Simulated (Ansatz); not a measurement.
Worked example: self-consistent single point of Nb (Im-3m, 1 atom in the cell) in Ansatz (a quantum-chemistry and plane-wave program).

Method of the run: PBE with spin-orbit coupling (plane waves, PAW; Ansatz).

```
Nb
1.0
   -1.68370     1.68370     1.68370
    1.68370    -1.68370     1.68370
    1.68370     1.68370    -1.68370
Nb
1
Direct
  0.00000   0.00000   0.00000
```

Reference input (self-consistent single point, DFT, PBE, plane waves, default PAW files): basis.ecutwfc = 30.9 Ry; kpoints.mp_grid.grid = 11 11 11; hamiltonian.xc = pbe; hamiltonian.pseudopotentials = {kind: paw} (the program's default PAW files); scf.occupations.method = fermi_dirac; scf.occupations.width = 0.0073 Ry. This run's input differs from it in these lines:

Ansatz 0.2 input:
```diff
@@ -14,2 +14,5 @@
   pseudopotentials: { kind: paw }
+magnetization:
+  noncollinear: true
+  spin_orbit: true
 scf:
```

Log, with long lists cut:

```
SCF iter   1: F=—  HF=-4553.781475 eV  |F-HF|=—  |Δ(HF+E_count)|=         —  Δρ=7.78e-2  dr2=1.36e0  dr2_m=0.00e0 (ungated)  ethr=3.10e-3  |M|=0.00e0 ∫|m|=0.00e0 μB  |m|>n=0.0e0 m-floor=0.0e0 τ_xc=0.0e0  β_m=0.30  ⟨swp⟩=7.2  Hψ=3361  notcnv=0
all-band conjugate gradients solve this SCF's bands
preconditioner: auto → none
   [... lines left out ...]
SCF iter   6: F=—  HF=-4553.282305 eV  |F-HF|=—  |Δ(HF+E_count)|=   8.45e-8  Δρ=1.57e-5  dr2=5.27e-8  dr2_m=0.00e0 (ungated)  ethr=7.69e-10  |M|=0.00e0 ∫|m|=0.00e0 μB  |m|>n=0.0e0 m-floor=0.0e0 τ_xc=0.0e0  β_m=0.92  ⟨swp⟩=8.5  Hψ=3172  notcnv=0
SCF iter   7: F=-4553.282305 eV  HF=-4553.282305 eV  |F-HF|=4.29e-10  |Δ(HF+E_count)|=   1.89e-8  Δρ=1.65e-6  dr2=5.63e-10  dr2_m=0.00e0 (ungated)  ethr=4.05e-10  |M|=0.00e0 ∫|m|=0.00e0 μB  |m|>n=0.0e0 m-floor=0.0e0 τ_xc=0.0e0  ⟨swp⟩=1.5  Hψ=1790  notcnv=0
SCF 1 converged in 7 iterations: F = -4553.282305 eV  dr2 = 5.63e-10
Magnetization: |M| = 0.0000 μB,  M = (+0.0000, +0.0000, +0.0000) μB
Absolute magnetization: 0.0000 μB (∫|m|)
  site 0: m = (+0.0000, +0.0000, +0.0000) μB, |m| = 0.0000 μB  (R = 1.20 Å)
Free energy (F): -4553.282305 eV
Internal energy: -4553.228313 eV  (E = F + TS)
E sigma→0 (E₀):  -4553.255309 eV
Entropy (-TS):   -0.053992 eV (-53.992 meV/atom)
Fermi energy:    16.605595 eV
--- Forces (eV/Å), atoms counted from 1 ---
  atom   1  Nb     0.00000000     0.00000000    -0.00000000
--- Stress (GPa, compression-positive) ---
       -7.428934       0.000000      -0.000000
       -0.000000      -7.428934       0.000000
        0.000000       0.000000      -7.428934
  P = ⅓ Tr σ = -7.4289 GPa (-74.289 kbar)
  The stress holds the Pulay correction. Without it, at fixed plane waves, as pw.x and ABINIT print it: P = -7.4561 GPa
```

The run converged in 7 iterations. Against the reference run the pressure moves little (-7.46 to -7.43 GPa).

The starting cell comes from a database of computed structures (which also holds hypothetical and non-ambient phases and stackings), without a prior relaxation at this level. Its lattice was rescaled by a random factor within 2.5 % of one. With a pressure of about -7 GPa the cell is away from its equilibrium volume at this level. Ansatz's pressure includes its estimate of the finite-basis (Pulay) stress.
